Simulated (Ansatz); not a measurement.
Ru interstitial in beta Si3N4, relaxed from two starting moments at each charge below.

All values below come from PBE, PAW (plane waves to 420 eV; Ansatz, a quantum-chemistry and plane-wave program). Details: 84-site cell; 2×2×2 shifted k-points; start: void with 6N6Si nearest; host gap 4.25 eV; charged states image-corrected; corrections pass 1 eV, so highly charged states may be off by several tenths; relaxed from one start, so a lower configuration may exist; flagged in the runs: a host whose relaxation on this sampling wasn't shown to rest, a strain field that reaches the edge of the cell.

At charge +1 the runs end with 1.0 and 3.0 μB. The state with 1.0 μB lies 0.22 eV below the one with 3.0 μB.
